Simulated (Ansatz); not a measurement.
**C interstitial in fcc Ir**

Calculation: PBE, PAW (plane waves to 420 eV; Ansatz, a quantum-chemistry and plane-wave program). Cell and caveats: 32-site cell; 6×6×6 shifted k-points; start: void with 6Ir nearest; no spin–orbit coupling; energies good to tenths of an eV; the relaxation kept the symmetry of the starting site; relaxed from one start, so a lower configuration may exist.

Neighbours after relaxation, in Å: of the C atom: Ir 2.04, Ir 2.04, Ir 2.04, Ir 2.04, Ir 2.04, Ir 2.04.

Formation energies E_f are those of the neutral cell. Chemical conditions: host crystal and elements as references (Δμ(C) = 0.00 eV; C taken from its element, since no compound that bounds it was computed at this level; only phases computed here count, gases as isolated molecules at 0 K). Reference phases: C: graphite.

The name describes the start; the neighbours show where the added atom ended.

```json
[
 {"charge": "0", "moment (μB)": "not spin-polarised", "point group": "Oh", "largest move off a lattice site (Å)": "0.10", "E_f, host crystal and elements as references (eV)": "2.61"}
]
```

Point groups are those of the whole cell at tolerances of 0.03 and 0.1 Å ("near" where only the looser one holds); none is given for unsettled states.
